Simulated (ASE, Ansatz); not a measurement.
composition SiNi, cell Si24Ni24, first heated far above this temperature, then brought to it, at a temperature that wasn't checked against the liquidus, so perhaps supercooled [in the CHGNet run: it was liquid; mean temperature 1135 K (target 1140 K); density 5.52 g/cm³; mean pressure -0.5 GPa against a target of 0], 1140 K. 6 frames were taken from MD with the machine-learned potential CHGNet 0.3.0 (ASE) and computed both with PBE in Ansatz (a program for electronic structure) and with the machine-learned potential CHGNet 0.3.0.

```json
{
 "plane_wave_cutoff": "420 eV",
 "k-points": "one point, (1/4, 1/4, 1/4)",
 "Fermi-Dirac width": "0.098 eV",
 "spin": "not polarised; no spin-orbit coupling"
}
```

The cell was prepared with CHGNet: 80 FIRE steps from the random lattice; melt: 800 steps of 2.0 fs, 2159 K, NVT (Langevin); cool: 300 steps of 2.0 fs, 2159 to 1460 K, NVT (Langevin); cool: 400 steps of 2.0 fs, 1460 to 1140 K, Langevin with a Berendsen-type barostat every 10 steps; settle: 800 steps of 2.0 fs, 1140 K, Langevin with a Berendsen-type barostat every 10 steps; hold: 300 steps, 1140 K, NVT (Langevin) at the mean cell. The atoms began on random sites, so units and networks may differ from a laboratory melt's. Atoms moved only 3.3 Å² (mean square) in the hot stage, so mixing may be incomplete. Local magnetic moments are left out. On the run's last frame a denser k-mesh moved the forces by 0.067 eV/Å rms, the static pressure by -0.15 GPa and the free energy by -11 meV/atom, which is about how far such values are converged.

Q: How well does the machine-learned potential reproduce the DFT forces, energies and pressure here?

A: 
```
Property                                                 Result
--------------------------------------  -----------------------
rms force component in DFT                            0.93 eV/Å
rms force difference, CHGNet less DFT                0.256 eV/Å
relative force difference                                  27 %
slope of CHGNet against DFT forces                         0.89
rms difference of relative energies               11.9 meV/atom
spread of DFT energies over the frames            11.9 meV/atom
static pressure, CHGNet less DFT                      -3.23 GPa
force difference by element             Ni 0.209, Si 0.296 eV/Å
```
Forces are off by 27 % of their rms size. The potential was trained on another code's PBE and PBE+U relaxation paths of database crystals (MPtrj), so part of the difference is that of settings: a denser k-mesh moves the DFT forces of one frame by 0.067 eV/Å rms and its pressure by -0.15 GPa.
